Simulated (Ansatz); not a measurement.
Cell and atoms of amorphous Si24O48La:

```yaml
crystal:
  lattice:
    - [10.15726, 0.06010, -0.11160]
    - [0.06010, 11.15620, -0.70189]
    - [-0.11160, -0.70189, 9.83703]
  atoms:
    - { symbol: Si, position: [0.64421, 0.48578, 0.83996] }
    - { symbol: Si, position: [0.85329, 0.08982, 0.18784] }
    - { symbol: Si, position: [0.71714, 0.96109, 0.39644] }
    - { symbol: Si, position: [0.28216, 0.49390, 0.86256] }
    - { symbol: Si, position: [0.33709, 0.82625, 0.61885] }
    - { symbol: Si, position: [0.47737, 0.28302, 0.75930] }
    - { symbol: Si, position: [0.48649, 0.92338, 0.21431] }
    - { symbol: Si, position: [0.89811, 0.66506, 0.11356] }
    - { symbol: Si, position: [0.30442, 0.11024, 0.17519] }
    - { symbol: Si, position: [0.56905, 0.07199, 0.09768] }
    - { symbol: Si, position: [0.67101, 0.23045, 0.53587] }
    - { symbol: Si, position: [0.50874, 0.00943, 0.78992] }
    - { symbol: Si, position: [0.87930, 0.35819, 0.72179] }
    - { symbol: Si, position: [0.07035, 0.27390, 0.25218] }
    - { symbol: Si, position: [0.74046, 0.86154, 0.65439] }
    - { symbol: Si, position: [0.08194, 0.96682, 0.05891] }
    - { symbol: Si, position: [0.99358, 0.46907, 0.48514] }
    - { symbol: Si, position: [0.94800, 0.79142, 0.86339] }
    - { symbol: Si, position: [0.56316, 0.63088, 0.61313] }
    - { symbol: Si, position: [0.02203, 0.40729, 0.99327] }
    - { symbol: Si, position: [0.64873, 0.57154, 0.15676] }
    - { symbol: Si, position: [0.12892, 0.65003, 0.67579] }
    - { symbol: Si, position: [0.37904, 0.66703, 0.12285] }
    - { symbol: Si, position: [0.70295, 0.45261, 0.39101] }
    - { symbol: O, position: [0.07467, 0.39260, 0.36500] }
    - { symbol: O, position: [0.42834, 0.70383, 0.59190] }
    - { symbol: O, position: [0.15755, 0.45925, 0.94662] }
    - { symbol: O, position: [0.21377, 0.20942, 0.26781] }
    - { symbol: O, position: [0.43117, 0.80553, 0.11259] }
    - { symbol: O, position: [0.21068, 0.05201, 0.04574] }
    - { symbol: O, position: [0.94033, 0.04176, 0.05459] }
    - { symbol: O, position: [0.76458, 0.67170, 0.20656] }
    - { symbol: O, position: [0.68439, 0.72538, 0.64368] }
    - { symbol: O, position: [0.79374, 0.24346, 0.64852] }
    - { symbol: O, position: [0.45179, 0.14493, 0.78280] }
    - { symbol: O, position: [0.82215, 0.98060, 0.27884] }
    - { symbol: O, position: [0.43964, 0.16651, 0.11827] }
    - { symbol: O, position: [0.62736, 0.96528, 0.68524] }
    - { symbol: O, position: [0.68368, 0.45055, 0.22668] }
    - { symbol: O, position: [0.57591, 0.00794, 0.93942] }
    - { symbol: O, position: [0.78272, 0.47527, 0.75868] }
    - { symbol: O, position: [0.93315, 0.52296, 0.05926] }
    - { symbol: O, position: [0.94812, 0.32753, 0.86291] }
    - { symbol: O, position: [0.58653, 0.88518, 0.33626] }
    - { symbol: O, position: [0.53009, 0.27548, 0.60253] }
    - { symbol: O, position: [0.85617, 0.87171, 0.77160] }
    - { symbol: O, position: [0.59310, 0.53619, 0.47699] }
    - { symbol: O, position: [0.69734, 0.31351, 0.41728] }
    - { symbol: O, position: [0.31056, 0.88186, 0.48021] }
    - { symbol: O, position: [0.07668, 0.59538, 0.52062] }
    - { symbol: O, position: [0.59346, 0.35044, 0.85850] }
    - { symbol: O, position: [0.86830, 0.74711, 0.98977] }
    - { symbol: O, position: [0.79823, 0.88730, 0.50619] }
    - { symbol: O, position: [0.35583, 0.00629, 0.26814] }
    - { symbol: O, position: [0.07676, 0.86828, 0.92071] }
    - { symbol: O, position: [0.94340, 0.19224, 0.28168] }
    - { symbol: O, position: [0.18872, 0.77950, 0.65475] }
    - { symbol: O, position: [0.34758, 0.36661, 0.79268] }
    - { symbol: O, position: [0.66403, 0.09268, 0.46447] }
    - { symbol: O, position: [0.05120, 0.31416, 0.10163] }
    - { symbol: O, position: [0.66042, 0.55695, 0.99171] }
    - { symbol: O, position: [0.36953, 0.58695, 0.96897] }
    - { symbol: O, position: [0.70990, 0.14069, 0.13915] }
    - { symbol: O, position: [0.84784, 0.50769, 0.43710] }
    - { symbol: O, position: [0.38897, 0.91487, 0.75414] }
    - { symbol: O, position: [0.23539, 0.56106, 0.73285] }
    - { symbol: O, position: [0.50183, 0.60904, 0.20416] }
    - { symbol: O, position: [0.54595, 0.55753, 0.74477] }
    - { symbol: O, position: [0.98978, 0.39629, 0.61781] }
    - { symbol: O, position: [0.00042, 0.66884, 0.77113] }
    - { symbol: O, position: [0.24620, 0.66751, 0.20682] }
    - { symbol: O, position: [0.08882, 0.90918, 0.19912] }
    - { symbol: La, position: [0.13870, 0.79523, 0.35744] }
```

Methods: PBE, scalar-relativistic without spin-orbit coupling (Ansatz, an electronic-structure program); r2SCAN, scalar-relativistic without spin-orbit coupling (Ansatz); HSE06, scalar-relativistic without spin-orbit coupling (Ansatz). Neutral PBE cell, which sets geometry, pressure and energy: sampling: a 2×2×2 Γ-centred mesh; Fermi-Dirac width 0.02 eV; collinear spin, started from a total moment of 1 μB. The usual formal charges leave 3 electrons over, so the level spacing at the Fermi energy parts defect or band states and needn't be the band gap. In the spin-polarised cell the level spacing at the Fermi energy can part levels of unlike spin. Exact exchange is cut at the faces of this 10 Å cell, which leaves hybrid gaps a finite-size error.

It comes from a melt-quench run on a machine-learned potential (CHGNet), relaxed afterwards by DFT. O atoms were pushed apart under 1.9 Å during the dynamics, to hinder bonds among them. The hot cell started wider than the set density and was brought back towards it in steps. It is the lowest in DFT energy of 2 quenches. It is a model cell: composition and starting density were chosen by hand, and all elements were melted together. No dispersion term was used. Its density started from a set value of 2.37 and ended at 2.37 g/cm³. The quench (nominally 320 K/ps over its main leg) was far faster than any real one, so the model tends to hold more defects than a real film. One small periodic cell is one sample of the glass; other quenches scatter about these values. The volume was held where the preparation left it and the shape relaxed. Cycles of charging lowered its energy after that relaxation.

Question: Give the pressure, the energy against reference phases and the spacing of the highest filled and lowest empty levels.

Answer: 
```yaml
Pressure on a 2×2×2 Γ-centred mesh: 2.00 GPa
Largest force and stress component on that mesh (the relaxation ran on the zone centre alone): 0.03 eV/Å and 2.6 GPa
Energy relative to alpha cristobalite + hexagonal La2O3 + silicon (lowest mix at this level among the phases computed, not always the ambient ones): 98 meV/atom
Level spacing at the Fermi energy on a 2×2×2 Γ-centred mesh (PBE): 1.68 eV
Level spacing at the Fermi energy at the zone centre (PBE): 1.71 eV
Level spacing at the Fermi energy at the zone centre (r2SCAN): 2.54 eV
Level spacing at the Fermi energy at the zone centre (HSE06): 3.13 eV
Distance between the nearest levels spread over more than a fifth of the atoms or a third of the atoms of their main element (six at least) (PBE, zone centre): 5.65 eV
net_moment: 1.00 μB
```

Question: At PBE and the zone centre, how localised are the states just below and above the Fermi level (participation number: the atoms over which a state spreads)?

Answer: The highest filled state is spread over 3.6 atoms' worth, largest on Si8, with weights by element (charge in smoothed Voronoi cells) Si 0.53, O 0.41, La 0.06. The lowest empty state is spread over 3.6 atoms' worth, largest on Si8, with weights by element (charge in smoothed Voronoi cells) Si 0.54, O 0.37, La 0.09.

At PBE the levels at both edges of the gap are localised (band-tail or defect states), and the nearest spread-out levels lie 5.7 eV apart at the zone centre.

Neighbours within Si-Si 2.60 Å, Si-O 1.88 Å, Si-La 3.20 Å, O-O 1.58 Å, O-La 3.00 Å, La-La 3.96 Å count as bonded. Two cations that share two anions don't count as bonded, nor two that share one unless they lie closer than Si-Si 2.38 Å, Si-La 3.11 Å, La-La 3.85 Å.

Added carriers, by PBE, scalar-relativistic without spin-orbit coupling run with Ansatz on the zone centre alone. Charged cells keep the cell fixed and stand in a uniform background, with no image correction, at a width of 0.01 eV; where the count is odd the moment is locked at 1 μB, unless the neutral cell bore moments. Each starts from the undistorted neutral geometry alone. PBE's self-interaction favours spread-out carriers, so it can miss traps that a hybrid finds.

Question: What happens at PBE when the cell takes an extra electron and the atoms relax?

Answer: Relaxation lowers the charged cell by 1.01 eV. The largest moves are Si8 0.27 Å, O72 0.19 Å, La73 0.11 Å, Si18 0.11 Å. No bond crosses its cut-off with a change of over 0.15 Å (metal-metal contacts aside). Made neutral again at that geometry, the cell lies +0.94 eV from the neutral start.

Question: What happens at PBE when the cell takes a hole and the atoms relax?

Answer: Relaxation lowers the charged cell by 2.36 eV. The largest moves are Si8 0.95 Å, O52 0.27 Å, O61 0.23 Å, Si21 0.19 Å. Bonds formed: Si8-O61. Made neutral again at that geometry, the cell lies +1.69 eV from the neutral start.

Ahead of the cycles of charging, a PBE run started with 1 μB on atoms that lack a bond or may hold spare charge kept moments, at no lower energy.
